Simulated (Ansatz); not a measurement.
**Converging the k-point mesh: KVF3 (P4mm, 5 atoms in the cell)**

```xyz
5
Lattice="4.1500 0.0000 0.0000 0.0000 4.1500 0.0000 0.0000 0.0000 4.1500" Properties=species:S:1:pos:R:3 pbc="T T T"
K      0.0000     0.0000     0.0500
V      2.0750     2.0750     2.0750
F      0.0000     2.0750     2.0750
F      2.0750     0.0000     2.0750
F      2.0750     2.0750     0.0000
```
Moments meant for the start (each program seeds them in its own way; μB, in the order of the atoms K V F F F): 0.0 2.0 0.0 0.0 0.0.

Computed with LDA (PW92), default PAW files made with PBE (plane waves; Ansatz, a program for electronic structure).

Base settings: basis.ecutwfc = 420 eV; kpoints.mp_grid.grid = 6 6 6; hamiltonian.xc = lda; hamiltonian.pseudopotentials = {kind: paw} (the program's default PAW files); magnetization.spin_polarized = true; scf.occupations.method = fermi_dirac; scf.occupations.width = 0.01 eV.

The second cell is the first with its lattice scaled by 0.98.

Only quantities that move along the ladder and can be compared are tabulated.

The count of work is k-points × plane waves × bands × iterations; it is no time. Core times come from one kind of shared machine, to one figure; runs under 30 s give none.

The starting cell comes from a database of computed structures (which also holds hypothetical and non-ambient phases and stackings), without a prior relaxation at this level. Its lattice was rescaled by up to half a per cent. One atom was moved a little off its site on purpose. With one magnetic atom in the cell only a parallel order is possible. In the base run, with a pressure of about -7 GPa the cell is away from its equilibrium volume at this level. Ansatz's pressure includes its estimate of the finite-basis (Pulay) stress.

| kpoints.mp_grid.grid | free energy less the last step's (meV/atom) | energy of the compressed cell less the first (meV/atom) | pressure (GPa) | count of work / last | core time / last (rough) |
|---|---|---|---|---|---|
| 2 2 2 | 28.12 | -21.26 | -6.12 | 0.015 | – |
| 3 3 3 | 1.57 | -25.68 | -6.82 | 0.015 | – |
| 4 4 4 | 0.30 | -25.60 | -6.85 | 0.044 | – |
| 5 5 5 | 0.06 | -25.52 | -6.84 | 0.044 | – |
| 6 6 6 | 0.02 | -25.54 | -6.85 | 0.099 | – |
| 7 7 7 | -0.01 | -25.54 | -6.85 | 0.099 | – |
| 8 8 8 | 0.01 | -25.52 | -6.85 | 0.19 | 0.2 |
| 9 9 9 | 0.00 | -25.54 | -6.85 | 0.19 | 0.2 |
| 10 10 10 | -0.01 | -25.49 | -6.85 | 0.31 | 0.3 |
| 11 11 11 | -0.02 | -25.49 | -6.85 | 0.31 | 0.4 |
| 13 13 13 | -0.01 | -25.51 | -6.85 | 0.48 | 0.5 |
| 14 14 14 | 0.01 | -25.51 | -6.85 | 0.78 | 0.9 |
| 16 16 16 | 0.00 | -25.51 | -6.85 | 1.1 | 1 |
| 17 17 17 | 0.00 | -25.52 | -6.85 | 1.0 | 1 |

Coarsest kpoints.mp_grid.grid that holds the free energy within 0.5 meV/atom of the last step, with all finer ones: 4 4 4, at 0.044 of the last step's count of work; the step before is off by 1.6 meV/atom.

Coarsest kpoints.mp_grid.grid that holds the pressure within 0.2 GPa of the last step, with all finer ones: 3 3 3, at 0.015 of the last step's count of work; the step before is off by 0.72 GPa.

Coarsest kpoints.mp_grid.grid that holds the energy of the compressed cell less the first within 1 meV/atom of the last step, with all finer ones: 3 3 3, at 0.015 of the last step's count of work; the step before is off by 4.3 meV/atom.

The energy difference between the two cells stays within 1 meV/atom of the last step's from 3 3 3 on, the total only from 4 4 4 on: much of the error is common to both cells and cancels.

Keys are those of Ansatz 0.2.
